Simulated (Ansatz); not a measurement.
Take AgI in the rock salt structure (space group Fm-3m, No. 225; a = 5.985 Å; a cell from a computed database, its experimental status unchecked) as the base.

Level of theory: PBEsol/PAW in Ansatz (an electronic-structure program), scalar-relativistic without spin-orbit coupling.

Base values:

| Item | Value |
|---|---|
| Gap character | indirect, L → X |
| Volume per atom | 26.79 Å³ |
| Width of the top valence band | 2.78 eV |

The change: Br takes the place of I on all its sites; the structure is relaxed again.

Problem. What does the calculation give for the gap character, volume per atom and width of the top valence band after the change?

Solution. The gap character becomes indirect, L → Γ (base: indirect, L → X); the volume per atom decreases by 3.96 Å³ to 22.83 Å³; the width of the top valence band shrinks by 0.38 eV, from 2.78 eV to 2.40 eV.

With I present, leaving out spin-orbit coupling can change the band edges. Whether these cells are dynamically stable was not tested. This is not the structure that AgI has at room temperature and ambient pressure.
